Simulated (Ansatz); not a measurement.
# Pressure series in YN

Base system: YN in the rock salt structure (space group Fm-3m, No. 225).

Space group Fm-3m (No. 225); a = 4.896 Å, b = 4.896 Å, c = 4.896 Å, α = 90.00°, β = 90.00°, γ = 90.00°

```csv
atom,site,symmetry,x,y,z
Y,4a,m-3m,0.0000,0.0000,0.0000
N,4b,m-3m,0.5000,0.5000,0.5000
```
(The calculation used a cell of 2 atoms; values per cell refer to that cell.)

Cell and atoms are relaxed at each pressure.

Level of theory: r2SCAN (Ansatz, a first-principles code; PAW; 500 eV plane waves; without spin-orbit coupling).

Candidates:
(a) pressure −1 GPa
(b) pressure 15 GPa
(c) pressure 22.5 GPa
(d) pressure 2.1 GPa
(e) pressure 30 GPa

Before the change:

* **Band gap**: 0.58 eV

Order them by band gap, lowest first.

(e) pressure 30 GPa (0.31 eV), (c) pressure 22.5 GPa (0.38 eV), (b) pressure 15 GPa (0.44 eV), (d) pressure 2.1 GPa (0.56 eV), (a) pressure −1 GPa (0.59 eV)

Load acts through the strain it causes; cell and atoms are relaxed under it. Stability against distortions was not tested. No other phases were tried under pressure.
